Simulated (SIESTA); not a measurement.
Input and output of a self-consistent single point for TlBi2 (P1, 3 atoms in the cell) (SIESTA).

Computed with LDA PW92, numerical atomic orbitals TZP, PseudoDojo LDA standard norm-conserving potentials (rewritten from UPF to PSML) in SIESTA.

The change in words: atoms moved at random. Reference geometry:
```yaml
crystal:
  lattice:
    - [5.70866, 0.00000, 0.00000]
    - [-2.85433, 4.94384, 0.00000]
    - [0.00000, 0.00000, 3.39376]
  atoms:
    - { symbol: Tl, position: [0.00000, 0.00000, 0.00000] }
    - { symbol: Bi, position: [0.66667, 0.33333, 0.50000] }
    - { symbol: Bi, position: [0.33333, 0.66667, 0.50000] }
```

Reference input (self-consistent single point, DFT, LDA PW92, numerical atomic orbitals TZP, PseudoDojo LDA standard norm-conserving potentials (rewritten from UPF to PSML)): XC.functional = LDA; XC.authors = PW92; potentials = PseudoDojo LDA standard; PAO.BasisSize = TZP; PAO.EnergyShift = 0.01 Ry; MeshCutoff = 400 Ry; kgrid.MonkhorstPack = 6 6 8; OccupationFunction = MP; OccupationMPOrder = 0; ElectronicTemperature = 1578.21 K; MaxSCFIterations = 150; SCF.Mixer.Method = Pulay. This run's input differs from it in these lines:

```diff
@@ -18,5 +18,5 @@
 %block AtomicCoordinatesAndAtomicSpecies
-     0.000000000    0.000000000    0.000000000  1
-     0.666667000    0.333333000    0.500000000  2
-     0.333333000    0.666667000    0.500000000  2
+    -0.007889000   -0.007886000   -0.000499000  1
+     0.673959000    0.337858000    0.489902000  2
+     0.333930000    0.670028000    0.510597000  2
 %endblock AtomicCoordinatesAndAtomicSpecies
```

The program printed (abridged):

```
        iscf     Eharris(eV)        E_KS(eV)     FreeEng(eV)     dDmax    Ef(eV) dHmax(eV)
   scf:    1    -6095.804598    -6092.914688    -6092.930282  0.977061 -3.031086  3.277508
   scf:    2    -6093.273033    -6093.096687    -6093.112412  0.031690 -3.071931  2.712590
   scf:    3    -6093.825099    -6093.531494    -6093.547929  0.155756 -3.299548  0.249087
   scf:    4    -6093.532804    -6093.532539    -6093.549181  0.007789 -3.319340  0.227043
   scf:    5    -6093.534364    -6093.533763    -6093.550489  0.010065 -3.314572  0.026087
   scf:    6    -6093.534241    -6093.534035    -6093.550620  0.003361 -3.316403  0.022607
   scf:    7    -6093.534001    -6093.534021    -6093.550630  0.000716 -3.317083  0.008450
   scf:    8    -6093.534028    -6093.534025    -6093.550632  0.000572 -3.316315  0.006300
   scf:    9    -6093.534028    -6093.534027    -6093.550633  0.000246 -3.316604  0.000225
   scf:   10    -6093.534026    -6093.534026    -6093.550633  0.000015 -3.316627  0.000234
SCF Convergence by DM+H criterion
max |DM_out - DM_in|         :     0.0000145441
max |H_out - H_in|      (eV) :     0.0002344224
SCF cycle converged after 10 iterations

Using DM_out to compute the final energy and forces

siesta: E_KS(eV) =            -6093.5340

siesta: E_KS - E_eggbox =     -6093.5340

siesta: Atomic forces (eV/Ang):
     1    0.034568    0.064540    0.000852
     2   -0.092345   -0.048118   -0.007160
     3    0.057444   -0.017188    0.006280
   Tot   -0.000332   -0.000767   -0.000027
   Max    0.092345
   Res    0.047011    sqrt( Sum f_i^2 / 3N )
   Max    0.092345    constrained

Stress tensor Voigt[x,y,z,yz,xz,xy] (kbar):       30.05       30.26       35.11       -0.00       -0.09       -1.25
(Free)E + p*V (eV/cell)    -6095.4523
Target enthalpy (eV/cell)    -6093.5506

   [... lines left out ...]
siesta: FreeEng =     -6093.550633
   [... lines left out ...]
siesta:     0.018759   -0.000777   -0.000055
siesta:    -0.000777    0.018888   -0.000001
siesta:    -0.000055   -0.000001    0.021915

siesta: Cell volume =         95.781173 Ang**3

siesta: Pressure (static):
siesta:                Solid            Molecule  Units
siesta:          -0.00021624         -0.00020082  Ry/Bohr**3
siesta:          -0.01985392         -0.01843887  eV/Ang**3
siesta:         -31.80949169        -29.54233191  kBar
```

The run converged in 10 iterations. Against the reference run the free energy goes up by 1.2 meV/atom, the pressure moves little (-3.21 to -3.18 GPa) and the largest force goes from 0.000 to 0.104 eV/Å.

The starting cell comes from a database of computed structures (which also holds hypothetical and non-ambient phases and stackings), without a prior relaxation at this level. For this run, on top of that: atoms moved at random. Values carry the incompleteness of an atom-centred basis. With a pressure of about -3 GPa the cell is away from its equilibrium volume at this level.

Cost on one core of a shared machine: roughly 2 min.
